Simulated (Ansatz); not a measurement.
The starting structures come from a database of crystals and need not be the phases stable at ambient conditions.

The decay constant κ of evanescent states in the gap governs leakage through a thin film.

Given:

```xyz
20
Lattice="5.7734 0.0000 0.0000 0.0000 8.0465 0.0000 0.0515 0.0000 5.7732" Properties=species:S:1:pos:R:3 pbc="T T T"
Li     0.0000     0.0000     0.0000
Li     0.0000     4.0232     0.0000
Li     1.8475     2.0116     1.8311
Li     3.9774     6.0348     3.9421
H      2.3167     7.5739     1.2114
H      3.5081     0.4726     4.5618
H      3.5081     3.5507     4.5618
H      2.3167     4.4958     1.2114
H      4.5929     0.4726     3.4673
H      1.2320     7.5739     2.3059
H      1.2320     4.4958     2.3059
H      4.5929     3.5507     3.4673
Br     4.5193     2.0116     1.6006
Br     1.3056     6.0348     4.1725
Br     4.1840     6.0348     1.2683
Br     1.6408     2.0116     4.5048
O      1.4874     0.0027     1.4742
O      4.3375     8.0437     4.2990
O      4.3375     4.0260     4.2990
O      1.4874     4.0205     1.4742
```

Space group of this cell: Cmcm. The cell is taken as given; by r2SCAN its mean pressure is -2.2 GPa.

Transport runs along the normal of the first two printed cell vectors.

No gap correction and no spin-orbit coupling; mid-gap values are interpolated between computed energies.

Problem. State the band gap and the smallest decay constant κ at mid-gap according to r2SCAN in Ansatz (a first-principles code).

Solution. Gap 4.95 eV on a 6×4×6 mesh; κ = 0.384 1/Å, at the zone centre.
